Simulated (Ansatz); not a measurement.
**GeSi3 (model structure, P-4m2, No. 115, 4 atoms in the cell)**

Calculation: PBE in Ansatz (PAW).

Run with plane-wave cutoff 520 eV, 10×10×6 k mesh (along the axes of the cell as run), Fermi–Dirac smearing 0.01 eV, scalar-relativistic PAW data made under PBE.

Cell (relaxed with PBEsol):

```xyz
4
Lattice="3.8795 0.0000 0.0000 0.0000 3.8795 0.0000 0.0000 0.0000 5.4839" Properties=species:S:1:pos:R:3 pbc="T T T"
Si     1.9398     0.0000     4.1412
Si     0.0000     0.0000     0.0000
Si     0.0000     1.9398     1.3427
Ge     1.9398     1.9398     2.7419
```

For GeSi3 (model structure, P-4m2, No. 115, 4 atoms in the cell), the band gap is 0.35 eV (indirect). The smallest direct gap on the k points sampled is 0.63 eV.

Note: the relaxation could raise the start's symmetry but not lower it, so the cell can be a saddle point; cell and atoms aren't relaxed at this level (largest force component 0.06 eV/Å, pressure 2.2 GPa).

Spin–orbit coupling is not included.

It cost very roughly 9 core-seconds of CPU time.

A model structure was made by putting elements into a prototype or built by hand; it is no filed structure, need not be a known phase, and can be a saddle point held by its symmetry.

Ansatz is a program for electronic structure.
